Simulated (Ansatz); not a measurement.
We consider LaF (P6₃/mmc, No. 194, 4 atoms in the cell; start mp-1184996), described by PBEsol (Ansatz, an electronic-structure program, PAW).

Numerical settings: plane-wave cutoff 520 eV, 18×18×10 k mesh (along the axes of the cell as run), Fermi–Dirac smearing 0.05 eV, scalar-relativistic PAW data made under PBE.

Cell (relaxed at this level):

```cif
data_F2La2
_chemical_formula_sum 'La2 F2'
_space_group_name_H-M_alt 'P 1'
_space_group_IT_number 1
_cell_length_a 4.29031
_cell_length_b 4.29031
_cell_length_c 5.29130
_cell_angle_alpha 90.000
_cell_angle_beta 90.000
_cell_angle_gamma 120.000
loop_
_space_group_symop_operation_xyz
  'x, y, z'
loop_
_atom_site_label
_atom_site_type_symbol
_atom_site_fract_x
_atom_site_fract_y
_atom_site_fract_z
_atom_site_occupancy
La1 La 0.33333 0.66667 0.25000 1
La2 La 0.66667 0.33333 0.75000 1
F1 F 0.33333 0.66667 0.75000 1
F2 F 0.66667 0.33333 0.25000 1
```

Question: Give the computed bulk modulus.

Answer: 
- bulk modulus = 69.2 GPa

The run finds no gap.

Note: the bulk modulus is −V dP/dV from two relaxed cells at ±2 % in volume; the relaxation could not lower the start's symmetry, so the cell can be a saddle point above a distorted one.

Spin–orbit coupling is not included; it can open a gap where bands touch, and shift volumes and moduli.

A start named mp-… is a Materials Project structure, which need not be a measured phase.
